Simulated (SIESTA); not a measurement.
Band structure of CrO2 (P4_2/mnm, 6 atoms in the cell).

```
CrO2
1.0
    4.45328     0.00000     0.00000
    0.00000     4.45328     0.00000
    0.00000     0.00000     2.94303
Cr O
2 4
Direct
  0.00000   0.00000   0.50000
  0.50000   0.50000   0.00000
  0.19726   0.19726   0.00000
  0.80274   0.80274   0.00000
  0.30274   0.69726   0.50000
  0.69726   0.30274   0.50000
```
Moments meant for the start (each program seeds them in its own way; μB, in the order of the atoms Cr Cr O O O O): 3.0 3.0 0.0 0.0 0.0 0.0.

Method: GGA PBE, numerical atomic orbitals TZP, PseudoDojo PBE standard norm-conserving potentials (rewritten from UPF to PSML) in SIESTA.

Settings: XC.functional = GGA; XC.authors = PBE; potentials = PseudoDojo PBE standard; PAO.BasisSize = TZP; PAO.EnergyShift = 0.01 Ry; MeshCutoff = 350 Ry; kgrid.MonkhorstPack = 5 5 7; OccupationFunction = MP; OccupationMPOrder = 0; ElectronicTemperature = 272 meV; Spin = polarized; DM.InitSpin = [1 +3.00, 2 +3.00, 3 +0.00, 4 +0.00, 5 +0.00, 6 +0.00]; MaxSCFIterations = 150; SCF.Mixer.Method = Pulay.

The starting cell comes from a database of computed structures (which also holds hypothetical and non-ambient phases and stackings), without a prior relaxation at this level. Its lattice was rescaled by a random factor within 2.5 % of one. The magnetic order is the one reached from the typed start; others were not searched systematically. Values carry the incompleteness of an atom-centred basis.

Levels in eV from the Fermi level, bands 25 to 30 of the first spin channel:
```csv
point,25,26,27,28,29,30
Γ,-1.28,-1.22,-1.02,-1.02,-0.45,0.96
X,-0.85,-0.85,-0.39,-0.39,0.30,0.30
M,-1.58,-1.58,-1.26,-1.26,0.88,0.88
Z,-0.85,-0.85,-0.03,-0.03,0.74,0.74
R,-1.55,-1.55,-0.85,-0.85,0.91,0.91
A,-0.85,-0.85,-0.19,-0.19,0.03,0.03
```

Bands cross the Fermi level along this path, so the cell is metallic at this level.

Higher empty bands are left out: an atom-centred basis made for the valence describes them poorly.

The net moment of the cell came out as 4.00 μB.
